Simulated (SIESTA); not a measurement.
**SIESTA run on MnO2 (P4_2/mnm, 6 atoms in the cell): self-consistent single point**

Computed with GGA PBE, numerical atomic orbitals DZP, PseudoDojo PBE standard norm-conserving potentials (rewritten from UPF to PSML) (SIESTA 5.4.2).

This input was run:

```
# files in the folder: Mn.psml O.psml (PseudoDojo PBE standard)
SystemName  MnO2
SystemLabel MnO2

NumberOfAtoms                6
NumberOfSpecies              2
%block ChemicalSpeciesLabel
  1 25 Mn
  2 8 O
%endblock ChemicalSpeciesLabel
LatticeConstant              1.0 Bohr
%block LatticeVectors
     8.398744142    0.000000000    0.000000000
     0.000000000    8.398744142    0.000000000
     0.000000000    0.000000000    5.472176315
%endblock LatticeVectors
AtomicCoordinatesFormat      Fractional
%block AtomicCoordinatesAndAtomicSpecies
     0.000000000    0.000000000    0.000000000  1
     0.500000000    0.500000000    0.500000000  1
     0.304920000    0.304920000    0.000000000  2
     0.695080000    0.695080000    0.000000000  2
     0.195080000    0.804920000    0.500000000  2
     0.804920000    0.195080000    0.500000000  2
%endblock AtomicCoordinatesAndAtomicSpecies

XC.functional                GGA
XC.authors                   PBE
PAO.BasisSize                DZP
PAO.EnergyShift              0.005 Ry
MeshCutoff                   350 Ry
%block kgrid.MonkhorstPack
    5   0   0  0.0
    0   5   0  0.0
    0   0   7  0.0
%endblock kgrid.MonkhorstPack
OccupationFunction           MP
OccupationMPOrder            0
ElectronicTemperature        0.272 eV
Spin                         polarized
%block DM.InitSpin
  1 +4.00
  2 +4.00
  3 +0.00
  4 +0.00
  5 +0.00
  6 +0.00
%endblock DM.InitSpin

MaxSCFIterations             150
SCF.Mixer.Method             Broyden
SCF.Mixer.Weight             0.1
SCF.Mixer.History            8
SCF.DM.Tolerance             1.0E-04
Diag.ParallelOverK           true
WriteForces                  true
Charge.Mulliken              end
```

Output, abridged:

```
reinit: Reading from file input.fdf

reinit: System Name: MnO2
reinit: System Label: MnO2

NOTE on units for spin output:
{S} is the spin magnetic moment, in units of the Bohr magneton,
assuming a g-factor for the electron spin of exactly 2.
The spin magnetic moment is then numerically equal to the charge inbalance,
in units of electrons, between the spin-up and -down channels.

coor:   Atomic-coordinates input format  =     Fractional

siesta: Atomic coordinates (Bohr) and species
siesta:      0.00000   0.00000   0.00000  1        1
siesta:      4.19937   4.19937   2.73609  1        2
siesta:      2.56095   2.56095   0.00000  2        3
siesta:      5.83780   5.83780   0.00000  2        4
siesta:      1.63843   6.76032   2.73609  2        5
siesta:      6.76032   1.63843   2.73609  2        6

siesta: System type = bulk

initatomlists: Number of atoms, orbitals, and projectors:      6    90    88

siesta: ******************** Simulation parameters ****************************
redata: Spin configuration                          = collinear
redata: Time-Reversal Symmetry                      = T
redata: Number of Atomic Species                    =        2
redata: Mesh Cutoff                                 =   350.0000 Ry
redata: Net charge of the system                    =     0.0000 |e|
redata: Min. number of SCF Iter                     =        0
redata: Max. number of SCF Iter                     =      150
redata: SCF convergence failure will abort job
redata: SCF mix quantity                            = Hamiltonian
redata: Mix DM or H after convergence               =   F
redata: Recompute H after scf cycle                 =   F
redata: Mix DM in first SCF step                    =   T
redata: No kicks to SCF
redata: DM Mixing Weight for Kicks                  =     0.5000
redata: Require Harris convergence for SCF          =   F
redata: Harris energy tolerance for SCF             =     0.000100 eV
   [... lines left out ...]
diag: Used triangular part                          = Lower
diag: Absolute tolerance                            =  0.100E-15
diag: Orthogonalization factor                      =  0.100E-05
diag: Memory factor                                 =  1.0000

superc: Internal auxiliary supercell:     5 x     5 x     7  =     175
superc: Number of atoms, orbitals, and projectors:   1050  15750  15400

                        Single-point calculation

superc: Internal auxiliary supercell:     5 x     5 x     7  =     175
superc: Number of atoms, orbitals, and projectors:   1050  15750  15400

outcell: Unit cell vectors (Ang):
        4.444424    0.000000    0.000000
        0.000000    4.444424    0.000000
        0.000000    0.000000    2.895751

outcell: Cell vector modules (Ang)   :    4.444424    4.444424    2.895751
outcell: Cell angles (23,13,12) (deg):     90.0000     90.0000     90.0000
outcell: Cell volume (Ang**3)        :     57.1995
new_DM -- step:     1
Initializing Density Matrix...

Attempting to read DM from file... Failed...
DM filled with atomic data (user-defined):

InitMesh: MESH = 54 x 54 x 36 = 104976
InitMesh: Mesh cutoff (required, used) =   350.000   407.998 Ry

stepf: Methfessel-Paxton step function
       Using Hermite-Gauss polynomials of order  0
        iscf     Eharris(eV)        E_KS(eV)     FreeEng(eV)     dDmax    Ef(eV) dHmax(eV)
   scf:    1    -7594.550110    -7687.396879    -7687.408144  0.902530 -2.705904 24.952452
     spin moment: {S} , |S| = {        0.0        0.0    6.00000 }     6.00000
   scf:    2    -7726.981367    -7708.832878    -7708.851230  0.218041 -4.202848 16.659472
     spin moment: {S} , |S| = {        0.0        0.0    6.00000 }     6.00000
   scf:    3    -7664.054041    -7712.570872    -7712.755680  0.334506 -5.892388 13.176000
     spin moment: {S} , |S| = {        0.0        0.0    5.49725 }     5.49725
   scf:    4    -7705.020602    -7722.425280    -7722.467769  0.193600 -5.251678  7.875805
     spin moment: {S} , |S| = {        0.0        0.0    6.00000 }     6.00000
   scf:    5    -7727.642685    -7725.569889    -7725.621442  0.067223 -5.617323  3.101163
     spin moment: {S} , |S| = {        0.0        0.0    5.99966 }     5.99966
   scf:    6    -7723.756424    -7725.668461    -7725.746896  0.060369 -5.887613  2.857304
   [... lines left out ...]
   scf:   11    -7726.249255    -7726.240455    -7726.292869  0.004137 -5.741107  0.108764
     spin moment: {S} , |S| = {        0.0        0.0    5.97955 }     5.97955
   scf:   12    -7726.243682    -7726.242364    -7726.293665  0.001360 -5.735441  0.006495
     spin moment: {S} , |S| = {        0.0        0.0    5.98006 }     5.98006
   scf:   13    -7726.242101    -7726.242232    -7726.293677  0.000158 -5.735443  0.005126
     spin moment: {S} , |S| = {        0.0        0.0    5.97963 }     5.97963
   scf:   14    -7726.242260    -7726.242245    -7726.293683  0.000178 -5.735371  0.004047
     spin moment: {S} , |S| = {        0.0        0.0    5.97925 }     5.97925
   scf:   15    -7726.242271    -7726.242258    -7726.293685  0.000048 -5.735114  0.001463
     spin moment: {S} , |S| = {        0.0        0.0    5.97916 }     5.97916
   scf:   16    -7726.242241    -7726.242250    -7726.293685  0.000017 -5.734982  0.000820
     spin moment: {S} , |S| = {        0.0        0.0    5.97911 }     5.97911
SCF Convergence by DM+H criterion
max |DM_out - DM_in|         :     0.0000166992
max |H_out - H_in|      (eV) :     0.0008200438
SCF cycle converged after 16 iterations

Using DM_out to compute the final energy and forces

siesta: E_KS(eV) =            -7726.2422

siesta: E_KS - E_eggbox =     -7726.2422

siesta: Atomic forces (eV/Ang):
     1   -0.000000    0.000000   -0.000000
     2    0.000000    0.000000   -0.000000
     3    0.040207    0.040207    0.000000
     4   -0.040207   -0.040207    0.000000
     5   -0.040207    0.040207    0.000000
     6    0.040207   -0.040207    0.000000
   Tot   -0.000000   -0.000000    0.000000
   Max    0.040207
   Res    0.026804    sqrt( Sum f_i^2 / 3N )
   Max    0.040207    constrained

Stress tensor Voigt[x,y,z,yz,xz,xy] (kbar):      -18.42      -18.42      -10.43       -0.00        0.00        0.00
(Free)E + p*V (eV/cell)    -7725.7311
Target enthalpy (eV/cell)    -7726.2937

siesta: Program's energy decomposition (eV):
siesta: Ebs     =     -1481.689359
siesta: Eions   =     10646.066367
siesta: Ena     =      1171.552014
siesta: Ekin    =      3808.443531
siesta: Enl     =      -661.617201
siesta: Eso     =         0.000000
siesta: Edftu   =         0.000000
siesta: DEna    =        43.971648
siesta: DUscf   =         3.537862
siesta: DUext   =         0.000000
siesta: Ex      =     -1365.838082
siesta: Ec      =       -80.225656
siesta: Exc     =     -1446.063738
siesta: Eharris =     -7726.242241
siesta: Etot    =     -7726.242250
siesta: FreeEng =     -7726.293685

siesta: Atomic forces (eV/Ang):
siesta:      1   -0.000000    0.000000   -0.000000
siesta:      2    0.000000    0.000000   -0.000000
siesta:      3    0.040207    0.040207    0.000000
siesta:      4   -0.040207   -0.040207    0.000000
siesta:      5   -0.040207    0.040207    0.000000
siesta:      6    0.040207   -0.040207    0.000000
siesta: ----------------------------------------
siesta:    Tot   -0.000000   -0.000000    0.000000

siesta: Stress tensor (static) (eV/Ang**3):
siesta:    -0.011498    0.000000   -0.000000
siesta:     0.000000   -0.011498    0.000000
siesta:     0.000000   -0.000000   -0.006510

   [... lines left out ...]
siesta: Cell volume =         57.199494 Ang**3
siesta:          15.75777171         15.02472626  kBar
   [... lines left out ...]

Species: Mn
Atom  Qatom  Qorb
               3s      4s      4s      3py     3pz     3px     4py     4pz
               4px     3dxy    3dyz    3dz2    3dxz    3dx2-y2 3dxy    3dyz
               3dz2    3dxz    3dx2-y2
   1  5.515   0.974   0.186  -0.058   0.989   0.985   0.989   0.107   0.099
              0.107   0.267   0.285   0.169   0.285   0.222  -0.011  -0.022

             -0.011  -0.022  -0.024
   2  5.515   0.974   0.186  -0.058   0.989   0.985   0.989   0.107   0.099
              0.107   0.267   0.285   0.169   0.285   0.222  -0.011  -0.022

             -0.011  -0.022  -0.024

Species: O
Atom  Qatom  Qorb
               2s      2s      2py     2pz     2px     2py     2pz     2px
               3Pdxy   3Pdyz   3Pdz2   3Pdxz   3Pdx2-y2
   3  3.245   0.930  -0.021   0.832   0.815   0.832  -0.061  -0.038  -0.061
              0.003   0.004   0.003   0.004   0.002
   4  3.245   0.930  -0.021   0.832   0.815   0.832  -0.061  -0.038  -0.061
   [... 5 lines left out ...]

mulliken: Qtot =       24.010

Mulliken Atomic Populations:
Atom #   charge [q] valence [e]      Sz [e]  Species
     1     1.110221   13.889779    2.860274  Mn
     2     1.110221   13.889779    2.860274  Mn
     3    -0.555111    6.555111    0.064641  O
     4    -0.555111    6.555111    0.064641  O
     5    -0.555111    6.555111    0.064641  O
     6    -0.555111    6.555111    0.064641  O
 Total    -0.000000                5.979110
```

The run converged in 16 iterations.

The starting cell comes from a database of computed structures (which also holds hypothetical and non-ambient phases and stackings), without a prior relaxation at this level. Its lattice was rescaled by a random factor within 2.5 % of one. The magnetic order is the one reached from the typed start; others were not searched systematically. Values carry the incompleteness of an atom-centred basis.

Cost on one core of a shared machine: roughly 2 min.
